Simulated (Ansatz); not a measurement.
Ag (Fm-3m): band-structure transport figures

Consider the following.

```xyz
1
Lattice="0.0000 2.0166 2.0166 2.0166 0.0000 2.0166 2.0166 2.0166 0.0000" Properties=species:S:1:pos:R:3 pbc="T T T"
Ag     0.0000     0.0000     0.0000
```

Computed with PBEsol, rigid bands (plane waves, PAW, scalar-relativistic; Ansatz, a first-principles code). Condition of this run: hydrostatic pressure 2 GPa (the target of the relaxation). Geometry: cell and atoms relaxed with PBEsol, then loaded as said.

```
Property                                                          Result
------------------------------------  ----------------------------------
density of states at the Fermi level  0.260 states/(eV·cell), both spins
bare Sommerfeld coefficient                    0.61 mJ/(mol of atoms·K²)
Drude plasma energy                                               9.3 eV
root-mean-square Fermi velocity                                1.4e6 m/s
resistivity times τ                                     5.7 ×10⁻²² Ω·m·s
resistivity times mean free path                         8.3 ×10⁻¹⁶ Ω·m²
```

A metal at this level (no band gap); rigid bands, thermally averaged at 300 K, both spins. Spin-orbit coupling is left out. τ is one relaxation time for all states; the product of resistivity and mean free path takes one path for all states instead.
